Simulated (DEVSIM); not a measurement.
Device: Ge n-p junction from an implanted or diffused profile, at 300 K.

| layer (left to right) | material | thickness (μm) | Na (cm⁻³) | τn (s) | τp (s) |
|---|---|---|---|---|---|
| 1 | Ge | 41.0 | 7.7e14 | 1.9e-7 | 1.9e-7 |

Added donor profile: 9.9e16 cm⁻³ × exp(−(x − 0.041 μm)²/(2·(0.035 μm)²)). Left contact: ohmic. Right contact: ohmic. Voltage is applied to the left contact. Recombination: SRH at mid-gap, radiative. Mobility is constant in doping.

The device is made up for the run: typed textbook-type constants, with dimensions and the other settings drawn at random. Values at 300 K.

| parameter | Ge |
|---|---|
| gap (eV) | 0.664 |
| affinity (eV) | 4 |
| permittivity | 16 |
| Nc (cm⁻³) | 1.04e19 |
| Nv (cm⁻³) | 6e18 |
| μn (cm²/Vs) | 3900 |
| μp (cm²/Vs) | 1900 |
| B (cm³/s) | 6.4e-14 |

Simulated with DEVSIM: 1D drift-diffusion, Boltzmann statistics, complete ionisation; no tunnelling, impact ionisation, image-force lowering or self-heating.

Tabulate band edges, carrier densities and field at -0.65 V on the left contact.

Energies count from the Fermi level of the right contact; mesh points crowd at the junctions.

| x (μm) | Ec (eV) | Ev (eV) | n (cm⁻³) | p (cm⁻³) | field (V/cm) |
|---|---|---|---|---|---|
| 0.000 | 0.788 | 0.124 | 4.9e16 | 8.9e9 | -5000 |
| 0.02194 | 0.779 | 0.115 | 7.1e16 | 1.5e13 | -3200 |
| 0.04477 | 0.776 | 0.112 | 7.9e16 | 3.1e13 | 1000 |
| 0.07097 | 0.785 | 0.121 | 5.5e16 | 7.1e13 | 5900 |
| 0.1089 | 0.814 | 0.150 | 1.9e16 | 2.6e14 | 7600 |
| 0.1383 | 0.833 | 0.169 | 8.7e15 | 6.0e14 | 5500 |
| 0.1656 | 0.846 | 0.182 | 5.4e15 | 1.0e15 | 3700 |
| 0.2045 | 0.856 | 0.192 | 3.5e15 | 1.6e15 | 2000 |
| 0.2584 | 0.864 | 0.200 | 2.6e15 | 2.1e15 | 900 |
| 0.3775 | 0.869 | 0.205 | 2.1e15 | 2.6e15 | 100 |
| 0.6692 | 0.868 | 0.204 | 2.0e15 | 2.8e15 | -73 |
| 1.761 | 0.859 | 0.195 | 2.0e15 | 2.8e15 | -76 |
| 3.953 | 0.842 | 0.178 | 1.9e15 | 2.7e15 | -78 |
| 8.793 | 0.804 | 0.140 | 1.9e15 | 2.6e15 | -81 |
| 25.60 | 0.655 | -0.009 | 1.5e15 | 2.2e15 | -99 |
| 34.47 | 0.556 | -0.108 | 1.0e15 | 1.8e15 | -130 |
| 38.12 | 0.503 | -0.161 | 6.8e14 | 1.5e15 | -170 |
| 39.79 | 0.470 | -0.194 | 4.0e14 | 1.2e15 | -240 |
| 40.63 | 0.446 | -0.218 | 1.7e14 | 9.2e14 | -340 |
| 40.86 | 0.438 | -0.226 | 7.6e13 | 8.3e14 | -390 |
| 40.95 | 0.434 | -0.230 | 2.9e13 | 7.9e14 | -400 |
| 41.00 | 0.432 | -0.232 | 5.7e11 | 7.7e14 | -410 |
